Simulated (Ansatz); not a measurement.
The starting structures come from a database of crystals and need not be the phases stable at ambient conditions.

By PBEsol, the system below comes out a metal.

The ballistic (Sharvin) conductance counts the channels at the Fermi level: G/A = (e²/h) × channels of both spins per area.

Input:

```xyz
1
Lattice="2.9824 0.0000 0.0000 0.0000 2.9824 0.0000 1.4912 -1.4912 1.4465" Properties=species:S:1:pos:R:3 pbc="T T T"
V      0.0000     0.0000     0.0000
```

The cell is strained (lengths along the current scaled by 0.97, ions clamped); by PBEsol it stands under a pressure of 1.4 GPa.

The current flows along the normal of the first two printed cell vectors, the (001) (indices of the unstrained crystal) plane of the conventional cell. No spin-orbit coupling; the value is a mean over 0.1 eV about the Fermi level.

Problem. Estimate the ballistic conductance per area that Ansatz (a quantum-chemistry and plane-wave program) with PBEsol returns for this system.

Solution. 2.3 × 10¹⁵ S/m² for both spins.
